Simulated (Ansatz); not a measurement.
The structure below was relaxed with r2SCAN, PAW, 500 eV (Ansatz, a program for electronic structure; no spin-orbit coupling).

Space group Pmmn, origin choice 1 (No. 59); a = 2.7650 Å, b = 3.9351 Å, c = 5.5416 Å, α = 90.00°, β = 90.00°, γ = 90.00°

| atom | site | symmetry | x | y | z |
|---|---|---|---|---|---|
| Pt | 2a | mm2 | 0.0000 | 0.0000 | 0.6239 |
| Pd | 2a | mm2 | 0.0000 | 0.0000 | 0.1251 |

Write out a cell with all atoms.


```
PdPt
1.0
    2.76500     0.00000     0.00000
    0.00000     3.93508     0.00000
    0.00000     0.00000     5.54156
Pt Pd
2 2
Cartesian
  0.00000   0.00000   3.45748
  1.38250   1.96754   2.08408
  0.00000   0.00000   0.69310
  1.38250   1.96754   4.84845
```
This is the conventional cell.

Each cell is one ordered arrangement of few atoms, which overstates ordering effects compared with a random alloy. Whether these cells are dynamically stable was not tested. All final runs are without spin polarisation. The cell was made from Pd by this change: x(Pt) = 0.5, 4 atoms, Pmmn. PdPt has a high density of states at the Fermi level and may be magnetic at this level.
